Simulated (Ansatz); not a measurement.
## MoSi2: energy against strain

MoSi2 (MoSi2 type, I4/mmm, 13.581 Å³/atom at rest, c along z) under a strain ε along c (axis z), the other axes held. PBE in Ansatz, a plane-wave DFT program (PAW, default set), 420 eV, 25×25×25 Γ-centred mesh, Fermi-Dirac smearing 0.10 eV; ions are relaxed within the symmetry of each cell.

Here s stands for strain and y for E less E0.

```
strain (%)  E less E0 (meV/atom)
----------  --------------------
-3.00                          ?
-1.50                       4.72
-1.00                       2.03
-0.50                       0.47
0.00                        0.00
0.50                        0.58
1.00                        2.14
1.50                        4.66
```

Fit y of the 7 rows that show it with a parabola. Least squares gives y = 0.002 + 0.0107·s + 2.0833·s². Residuals (row less fit): 0.047, -0.045, -0.047, -0.002, 0.052, 0.044, -0.045; standard error 0.057 (degrees of freedom: 4). Twice the quadratic coefficient over the volume, 2 × 2.0833 meV × 10⁴ × 0.1602 / 13.581 Å³, is the elastic constant C33 = 492 ± 6 GPa.

**Question.** Estimate the missing y (s = -3.00); what did the run itself give?

**Answer.** y = 0.002 + 0.0107 × (-3.0) + 2.0833 × (-3.0)² = 18.720 meV/atom. The calculation gives 20.19 meV/atom, 1.470 meV/atom above the prediction (7.3 % of the range of y in the table). The row lies outside the fitted rows, so this is an extrapolation. From the scatter of the fitted rows alone, a prediction at this place has a standard error of 0.219 meV/atom, so the miss is 6.7 times that.

One order more, fitted to all 13 runs of the series, follows each within 0.01, so the miss is the next term of a smooth law. In a metal these values are sensitive to mesh and smearing; energies are taken to zero smearing, stresses follow the free energy. Rows are the converged runs of the series near zero and its far end; series whose fitted rows scatter by over a few per cent of the range, as at a crossing or softening among them, aren't shown in this form. Most that stay on the fit to the last digits aren't either.
